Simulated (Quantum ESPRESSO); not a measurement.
Worked example: self-consistent single point of Se (P3_121, 3 atoms in the cell) in Quantum ESPRESSO.

Computed with PBE, spin-orbit coupling, PSlibrary fully relativistic ultrasoft (PBE) pseudopotentials (plane waves; Quantum ESPRESSO).

```yaml
crystal:
  lattice:
    - [4.48815, 0.00000, 0.00000]
    - [-2.24408, 3.88685, 0.00000]
    - [0.00000, 0.00000, 4.96038]
  atoms:
    - { symbol: Se, position: [0.21789, 0.00000, 0.33333] }
    - { symbol: Se, position: [0.00000, 0.21789, 0.66667] }
    - { symbol: Se, position: [0.78211, 0.78211, 0.00000] }
```

Reference input (self-consistent single point, DFT, PBE, plane waves, PSlibrary ultrasoft (PBE) pseudopotentials): ecutwfc = 30 Ry; ecutrho = 180 Ry; occupations = smearing; smearing = fd; degauss = 0.00147 Ry; potentials = {Se: Se.pbe-n-rrkjus_psl.1.0.0.UPF}; K_POINTS = automatic 5 5 4 0 0 0; conv_thr = 1e-10 Ry. This run's input differs from it in these lines:

```diff
@@ -18,2 +18,4 @@
   degauss = 0.00147,
+  noncolin = .true.,
+  lspinorb = .true.,
 /
@@ -23,3 +25,3 @@
 ATOMIC_SPECIES
-Se    78.9710  Se.pbe-n-rrkjus_psl.1.0.0.UPF
+Se    78.9710  Se.rel-pbe-n-rrkjus_psl.1.0.0.UPF
 CELL_PARAMETERS angstrom
```

Output (repeated stretches shortened):

```
     Self-consistent Calculation

     iteration #  1     ecut=    30.00 Ry     beta= 0.70

---- Real-time Memory Report at c_bands before calling an iterative solver
            93 MiB given to the printing process from OS
            57 MiB allocation reported by mallinfo(arena+hblkhd)
------------------

     Threshold (ethr) on eigenvalues was too large:
     Diagonalizing with lowered threshold

---- Real-time Memory Report at c_bands before calling an iterative solver
           128 MiB given to the printing process from OS
            61 MiB allocation reported by mallinfo(arena+hblkhd)
------------------

   [... lines left out ...]

---- Real-time Memory Report at c_bands before calling an iterative solver
           147 MiB given to the printing process from OS
            80 MiB allocation reported by mallinfo(arena+hblkhd)
------------------

     total energy              =     -62.46549201 Ry
     estimated scf accuracy    <          4.5E-09 Ry

     iteration #  7     ecut=    30.00 Ry     beta= 0.70

---- Real-time Memory Report at c_bands before calling an iterative solver
           149 MiB given to the printing process from OS
            81 MiB allocation reported by mallinfo(arena+hblkhd)
------------------
     End of self-consistent calculation

     the Fermi energy is     4.8433 ev

!    total energy              =     -62.46549201 Ry
     estimated scf accuracy    <          4.0E-11 Ry
     smearing contrib. (-TS)   =      -0.00000000 Ry
     internal energy E=F+TS    =     -62.46549201 Ry

     convergence has been achieved in   7 iterations

     Forces acting on atoms (cartesian axes, Ry/au):

     atom    1 type  1   force =     0.01985132    0.00000000    0.00000000
     atom    2 type  1   force =    -0.00992566    0.01719175    0.00000000
     atom    3 type  1   force =    -0.00992566   -0.01719175   -0.00000000

     Total force =     0.034383     Total SCF correction =     0.000008

          total   stress  (Ry/bohr**3)                   (kbar)     P=       23.56
   0.00012257   0.00000000   0.00000000           18.03        0.00        0.00
   0.00000000   0.00012257   0.00000000            0.00       18.03        0.00
  -0.00000000  -0.00000000   0.00023543           -0.00       -0.00       34.63

   JOB DONE.
```

The run converged in 7 iterations. Against the reference run the pressure moves little (2.27 to 2.36 GPa), the largest force goes from 0.490 to 0.510 eV/Å and the gap on the mesh goes from 1.426 to 1.362 eV.

The starting cell comes from a database of computed structures (which also holds hypothetical and non-ambient phases and stackings), without a prior relaxation at this level. Its lattice was rescaled by a random factor within 2.5 % of one.
